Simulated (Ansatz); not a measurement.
**Y₃Ge (model structure, started from the A15 type, Pm-3n, No. 223, 8 atoms in the cell)**

The numbers are results of PBE-D3(BJ) in Ansatz (plane waves, PAW), not measurements.

Run with plane-wave cutoff 500 eV, 6×6×6 k mesh, Fermi–Dirac smearing 0.05 eV, scalar-relativistic PAW data made under PBE.

Cell (relaxed at this level):

```
Y3Ge
1.0
    5.88234     0.00000     0.00000
    0.00000     5.88234     0.00000
    0.00000     0.00000     5.88234
Y Ge
6 2
Direct
  0.25000   0.00000   0.50000
  0.75000   0.00000   0.50000
  0.00000   0.50000   0.25000
  0.00000   0.50000   0.75000
  0.50000   0.25000   0.00000
  0.50000   0.75000   0.00000
  0.00000   0.00000   0.00000
  0.50000   0.50000   0.50000
```

| Quantity | Result |
|---|---|
| band gap | zero (no gap) |

Note: the relaxation could raise the start's symmetry but not lower it, so the cell can be a saddle point.

Spin–orbit coupling is not included.

The computed numbers hold no vibrational or temperature effects.

The result took around 110 core-seconds (rough).

A model structure was made by putting elements into a prototype or built by hand; it is no filed structure, need not be a known phase, and can be a saddle point held by its symmetry.

Ansatz is a program for electronic structure.
